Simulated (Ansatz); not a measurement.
For fcc (Cu type) Sr at 600 K, quasi-harmonic approximation with PBE in Ansatz (a program for electronic structure) gives a volume expansion coefficient α_V = 100.20 × 10⁻⁶ K⁻¹, an isothermal bulk modulus B_T = 9.6 GPa, a molar volume V_m = 34.703 cm³/mol and C_V = 26.45 J/(mol K). The run noted for some of its cells that some bands missed the eigensolver's tolerance.

Work out the Grüneisen parameter, C_P and the adiabatic bulk modulus.

γ = α_V B_T V_m / C_V = 1.26. C_P − C_V = α_V² B_T V_m T = 2.00 J/(mol K), so C_P = 28.45 J/(mol K). B_S = B_T C_P/C_V = B_T (1 + α_V γ T) = 10.3 GPa.
